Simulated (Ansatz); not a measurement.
**HfN: pressure series**

The parent structure is HfN in the rock salt structure (space group Fm-3m, No. 225; a = 4.548 Å).

Cell and atoms are relaxed at each pressure.

Method: Ansatz (a program for electronic structure), PBE, PAW, cutoff 420 eV, scalar-relativistic without spin-orbit coupling.

Notes on the quantities. enthalpy: H = E + PV relative to the base's energy.

```csv
change,volume per atom,enthalpy
base,11.76 Å³,–
pressure −2 GPa,___,-0.15 eV/atom
pressure −1 GPa,11.80 Å³,-0.07 eV/atom
pressure 0.3 GPa,11.75 Å³,+0.02 eV/atom
pressure 0.7 GPa,11.73 Å³,+0.05 eV/atom
pressure 1.5 GPa,___,+0.11 eV/atom
pressure 3 GPa,11.63 Å³,+0.22 eV/atom
pressure 5 GPa,11.55 Å³,+0.36 eV/atom
pressure 7.5 GPa,11.45 Å³,+0.54 eV/atom
pressure 10 GPa,11.35 Å³,+0.72 eV/atom
```

Question: Fill in the withheld entries from the trend.

Answer: 
- pressure −2 GPa, volume per atom: 11.85 Å³
- pressure 1.5 GPa, volume per atom: 11.69 Å³

Load acts through the strain it causes; cell and atoms are relaxed under it. Stability against distortions was not tested. Competing high-pressure phases were not computed. The final runs are not spin-polarised. An odd electron count without spin: HfN.
